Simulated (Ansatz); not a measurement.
The cell is made up: elements placed on another compound's structure type, so the phase may be hypothetical.

The decay constant κ of evanescent states in the gap governs leakage through a thin film.

Input:

```xyz
20
Lattice="4.4108 0.0000 0.0000 0.0000 20.8992 0.0000 2.2054 0.0000 1.2733" Properties=species:S:1:pos:R:3 pbc="T T T"
B      0.0000     4.1763     0.0000
B      0.0000     8.3605     0.0000
B      2.9405     6.2631     0.0000
B      0.0000    12.5439     0.0000
B      2.9405    -0.0032     0.0000
B      2.9405    14.6299     0.0000
B      1.4703    18.8092     0.0000
B      0.0000    16.7274     0.0000
B      1.4703     2.0944     0.0000
B      1.4703    10.4466     0.0000
N      2.9405    16.2044     0.0000
N      2.9405     1.5715     0.0000
N      0.0000    14.1051     0.0000
N      0.0000     5.7386     0.0000
N      1.4703     3.6561     0.0000
N      1.4703    12.0211     0.0000
N      0.0000     9.9218     0.0000
N      1.4703    20.3715     0.0000
N      2.9405     7.8377     0.0000
N      0.0000    18.2890     0.0000
```

Space group of this cell: P3m1. The cell was relaxed by PBE-D3(BJ); by r2SCAN its mean pressure is 1.1 GPa.

Transport runs along the normal of the first two printed cell vectors.

The gap is the functional's own, uncorrected, and κ follows it; spin-orbit coupling is left out. Mid-gap values are interpolated between the computed energies.

Problem. Compute, with Ansatz (a quantum-chemistry and plane-wave program) with r2SCAN, the band gap and the smallest decay constant κ at mid-gap.

Solution. Gap 5.78 eV on a 22×2×22 mesh; κ = 0.370 1/Å, at (0.000, 0.500) of the in-plane reciprocal vectors. At the zone centre, at the nearest computed energy, the slowest state has κ = 0.37 1/Å.
